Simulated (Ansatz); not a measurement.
WInN₃ (model structure, started from the LiNbO3 type, R3c, No. 161, 10 atoms in the cell) was calculated with PBEsol+SOC (Ansatz, an electronic-structure program, PAW).

Settings: plane-wave cutoff 520 eV, 6×6×6 k mesh, Fermi–Dirac smearing 0.01 eV, PAW data made under PBE.

Cell (relaxed with PBEsol):

```cif
data_In6N18W6
_chemical_formula_sum 'In6 W6 N18'
_space_group_name_H-M_alt 'R3c :H'
_space_group_IT_number 161
_space_group_name_Hall 'R 3 -2"c'
_cell_length_a 5.36184
_cell_length_b 5.36184
_cell_length_c 14.41617
_cell_angle_alpha 90.000
_cell_angle_beta 90.000
_cell_angle_gamma 120.000
loop_
_atom_site_label
_atom_site_type_symbol
_atom_site_symmetry_multiplicity
_atom_site_Wyckoff_symbol
_atom_site_fract_x
_atom_site_fract_y
_atom_site_fract_z
_atom_site_occupancy
In1 In 6 a 0.00000 0.00000 0.27747 1
W1 W 6 a 0.00000 0.00000 0.00435 1
N1 N 18 b 0.05514 0.33627 0.06176 1
```
(The calculation used a cell of 10 atoms; values per cell refer to that cell.)

Question: What does this level give for the band gap and direct gap at Γ?

Answer: 
- band gap: 1.38 eV (on the SCF k mesh)
- direct gap at Γ: 1.90 eV

Note: the relaxation could raise the start's symmetry but not lower it, so the cell can be a saddle point; cell and atoms aren't relaxed at this level (pressure -0.3 GPa).

Static lattice: no zero-point or thermal effects.

A model structure was made by putting elements into a prototype or built by hand; it is no filed structure, need not be a known phase, and can be a saddle point held by its symmetry.
